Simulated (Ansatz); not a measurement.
Migration barriers: interstitial Ca in rock-salt CaO, charge state +2

System: interstitial Ca in rock-salt CaO (charge state +2). Level of theory: PBE, PAW (plane waves to 420 eV; Ansatz, a quantum-chemistry and plane-wave program).

64-site cell at the relaxed PBE lattice, the Γ point alone, smearing 0.01 eV, spin-restricted, no finite-size correction. No zero-point or tunnelling terms. The charge state is imposed; whether it is stable for some Fermi level was not computed. Sites that were not tried may lie lower.

Barriers: single points on a 2×2×2 k-point mesh shifted by half a step at the bands' geometries (they differ from the bands' own by up to 0.17 eV, and are uncertain by about as much).

| Route | Start site over the lowest site run (eV) | Hop (Å) | Forward barrier (eV) | Backward barrier (eV) | Neighbours at the start | Neighbours at the saddle | Saddle order | Forward, on the band's own sampling (eV) |
|---|---|---|---|---|---|---|---|---|
| several atoms move together, Ca the farthest | 0.00 | 2.41 | 1.38 | 1.38 | 4 Ca at 2.58; 4 O at 2.12 Å | Ca at 2.44, Ca at 2.45; 2 O at 2.05, O at 2.65, O at 2.67 Å | not checked, on a symmetry element | 1.25 |
| several atoms move together, Ca the farthest | 0.00 | 1.98 | 1.38 | 1.38 | Ca at 2.57; 3 O at 2.21, 3 O at 2.74 Å | Ca at 2.37, Ca at 2.62; 2 O at 2.06, 2 O at 2.35 Å | not checked, on a symmetry element | 1.21 |

Paths come from climbing-image nudged elastic band runs.  A band can be held on a symmetry element, so unchecked saddle points there may be too high.
